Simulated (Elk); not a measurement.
# Worked example: self-consistent single point of Sc (Fd-3m, 2 atoms in the cell) in Elk

Method: PBE, all-electron FP-LAPW, Elk's shipped species files, APW+lo basis with extra local orbitals (Elk 10.2.4).

The input file:

```
tasks
  0

xctype
  20

rgkmax
  8.0

gmaxvr
  16.0

nxlo
  2

lorbcnd
  .true.

lmaxi
  3

stype
  3

swidth
  0.00367493

scale
  1.889726125

avec
    0.0000000000    3.1223130000    3.1223130000
    3.1223130000    0.0000000000    3.1223130000
    3.1223130000    3.1223130000    0.0000000000

atoms
  1   : nspecies
  'Sc.in'   : spfname
  2   : natoms; atposl, bfcmt below
  0.7500000000  0.7500000000  0.7500000000    0.0 0.0 0.0
  0.5000000000  0.5000000000  0.5000000000    0.0 0.0 0.0

ngridk
  7 7 7
```

The program printed (abridged):

```
│ Elk code version 10.2.4 │

All units are atomic (Hartree, Bohr, etc.)

│ Ground-state run starting from atomic densities │

Lattice vectors :
   0.000000000       5.900316447       5.900316447
   5.900316447       0.000000000       5.900316447
   5.900316447       5.900316447       0.000000000

Unit cell volume      :    410.8240966
Brillouin zone volume :   0.6037869140

Muffin-tin inner radius fraction :   0.1000000000E-01

Nuclei treated as point charges

Species :    1 (Sc)
 parameters loaded from : Sc.in
 name : scandium
 nuclear charge    :   -21.00000000
 electronic charge :    21.00000000
 atomic mass :    81949.61066
 muffin-tin radius :    2.400000000
 number of radial points in muffin-tin :    497
 atomic positions (lattice), magnetic fields (Cartesian) :
   1 :   0.12500000  0.12500000  0.12500000    0.00000000  0.00000000  0.00000000
   2 :  -0.12500000 -0.12500000 -0.12500000    0.00000000  0.00000000  0.00000000

Total number of atoms per unit cell :    2

Spin treatment :
 spin-unpolarised

Number of Bravais lattice symmetries :   48
Number of crystal symmetries         :   48
Crystal has inversion symmetry
Real symmetric eigensolver will be used

k-point grid :      7     7     7
k-point offset :    0.000000000       0.000000000       0.000000000
k-point set is reduced with full crystal symmetry group
Total number of k-points :       20

Muffin-tin radius times maximum |G+k| :    8.000000000
 using average radius
Maximum |G+k| for APW functions       :    3.333333333
Maximum (1/2)|G+k|²                   :    5.555555556
Maximum |G| for potential and density :    16.00000000
 potential will be trimmed for |G| > 2 gkmax
Constant for pseudocharge density :   10
Radial integration step length :    4

G-vector grid sizes :     45    45    45
Number of G-vectors :    28475

Maximum angular momentum used for
 APW functions                      :    8
 outer part of muffin-tin           :    6
 inner part of muffin-tin           :    3

Total nuclear charge    :   -42.00000000
Total core charge       :    20.00000000
Total valence charge    :    22.00000000
Total excess charge     :    0.000000000
Total electronic charge :    42.00000000

Effective Wigner radius, rₛ :    1.326699819

Number of empty states         :    8
Total number of valence states :   19
Total number of core states    :   20

Conduction state local-orbitals added automatically
Total number of local-orbitals :  156

Exchange-correlation functional :     20     0     0
 Perdew-Burke-Ernzerhof, Phys. Rev. Lett. 77, 3865 (1996)
 gradient requirement :    1
 generalised gradient approximation (GGA)

Smearing type :    3
 Fermi-Dirac
Smearing width :   0.3674930000E-02
Effective electronic temperature (K) :    1160.451112

Mixing type :    3
 Broyden mixing, J. Phys. A: Math. Gen. 17, L317 (1984)

Kohn-Sham potential initialised from atomic data

│ Self-consistent loop started │
│ Loop number : 1 │
 total energy                :     -1531.16602901
│ Loop number : 2 │
 total energy                :     -1531.13376270
RMS change in Kohn-Sham potential (target) :   0.2803064562     (  0.1000000000E-05)
Absolute change in total energy (target)   :   0.3226631186E-01 (  0.1000000000E-03)
│ Loop number : 3 │
 total energy                :     -1529.99600021
RMS change in Kohn-Sham potential (target) :   0.1568244130     (  0.1000000000E-05)
Absolute change in total energy (target)   :    1.145829067     (  0.1000000000E-03)
│ Loop number : 4 │
 total energy                :     -1528.96899163
RMS change in Kohn-Sham potential (target) :   0.5597240345E-01 (  0.1000000000E-05)
Absolute change in total energy (target)   :    1.313465852     (  0.1000000000E-03)
│ Loop number : 5 │
 total energy                :     -1528.56846226
RMS change in Kohn-Sham potential (target) :   0.1569801690E-01 (  0.1000000000E-05)
Absolute change in total energy (target)   :   0.7288958254     (  0.1000000000E-03)
│ Loop number : 6 │
 total energy                :     -1528.44360011
RMS change in Kohn-Sham potential (target) :   0.3569242684E-02 (  0.1000000000E-05)
Absolute change in total energy (target)   :   0.3070861062     (  0.1000000000E-03)
│ Loop number : 7 │
 total energy                :     -1528.40676513
RMS change in Kohn-Sham potential (target) :   0.4213723633E-03 (  0.1000000000E-05)
Absolute change in total energy (target)   :   0.1136065101     (  0.1000000000E-03)
│ Loop number : 8 │
 total energy                :     -1528.40464336
RMS change in Kohn-Sham potential (target) :   0.1584367991E-03 (  0.1000000000E-05)
Absolute change in total energy (target)   :   0.3052339792E-01 (  0.1000000000E-03)
│ Loop number : 9 │
 total energy                :     -1528.40316294
RMS change in Kohn-Sham potential (target) :   0.1147755704E-04 (  0.1000000000E-05)
Absolute change in total energy (target)   :   0.9111271119E-02 (  0.1000000000E-03)
│ Loop number : 10 │
 total energy                :     -1528.40295902
RMS change in Kohn-Sham potential (target) :   0.6207531992E-05 (  0.1000000000E-05)
Absolute change in total energy (target)   :   0.2481735605E-02 (  0.1000000000E-03)
│ Loop number : 11 │
 total energy                :     -1528.40270688
RMS change in Kohn-Sham potential (target) :   0.3935969453E-06 (  0.1000000000E-05)
Absolute change in total energy (target)   :   0.8725694856E-03 (  0.1000000000E-03)
│ Loop number : 12 │
 total energy                :     -1528.40270706
RMS change in Kohn-Sham potential (target) :   0.2190101891E-06 (  0.1000000000E-05)
Absolute change in total energy (target)   :   0.2179620485E-03 (  0.1000000000E-03)
│ Loop number : 13 │
 total energy                :     -1528.40269821
RMS change in Kohn-Sham potential (target) :   0.4731625447E-07 (  0.1000000000E-05)
Absolute change in total energy (target)   :   0.6334132695E-04 (  0.1000000000E-03)
Convergence targets achieved

│ Loop number : 14 │

Energies :
 Fermi                       :     0.146298712473
 sum of eigenvalues          :     -897.045606895
 electron kinetic            :      1541.31199055
 core electron kinetic       :      1430.01724068
 Coulomb                     :     -2991.46134566
 Coulomb potential           :     -2337.07248661
 nuclear-nuclear             :     -173.309753161
 electron-nuclear            :     -3299.23069838
 Hartree                     :      481.079105884
 Madelung                    :     -1822.92510235
 xc potential                :     -101.285110836
 exchange                    :     -76.5144391287
 correlation                 :     -1.73361446794
 electron entropic           :    -0.529047068856E-02
 total energy                :     -1528.40269917

Density of states at Fermi energy :    112.1107378
 (states/Hartree/unit cell)

Estimated indirect band gap :   0.1463710882E-02
 from k-point     17 to k-point      9
Estimated direct band gap   :   0.7790670348E-02
 at k-point     16

Charges :
 core                        :    20.00000000
 valence                     :    22.00000000
 interstitial                :    3.466954826
 muffin-tins (core leakage)
  species :    1 (Sc)
   atom    1                 :    19.26652259     (  0.3336969812E-08)
   atom    2                 :    19.26652259     (  0.3336969812E-08)
 total in muffin-tins        :    38.53304517
 total calculated charge     :    42.01116971
 total charge                :    42.00000000
 error                       :   0.1116970637E-01

│ Self-consistent loop stopped │
```

The run converged in 14 iterations. The count includes the last loop, which Elk runs after its targets are met.

The starting cell was generated: these elements placed on a structure prototype, without a prior relaxation; it need not be a known phase or ordering of this composition. Its lattice was rescaled by a random factor within 2.5 % of one. Values depend on the basis (sphere radii, cutoffs, local orbitals), which need not be converged. The log's line on a gap gives a spacing of levels on this mesh, which the program prints for metals too.
